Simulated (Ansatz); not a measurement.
By PBEsol, the system below comes out a metal.

A figure of merit of an interconnect metal is its ballistic conductance per area.

```
CELL_PARAMETERS angstrom
      2.72514     0.00000     0.00000
      0.00000     3.85393     0.00000
      1.36257     1.92697     1.36257
ATOMIC_POSITIONS crystal
  Ir 0.00000 0.00000 0.00000
```

The cell is taken as given; by PBEsol it stands under a pressure of -6.8 GPa.

The current flows along the normal of the first two printed cell vectors, the (110) plane of the conventional cell. No spin-orbit coupling; the value is a mean over 0.1 eV about the Fermi level.

Problem. Give the ballistic conductance per area that PBEsol (Ansatz, a first-principles code) yields.

Solution. 2.0 × 10¹⁵ S/m² for both spins.
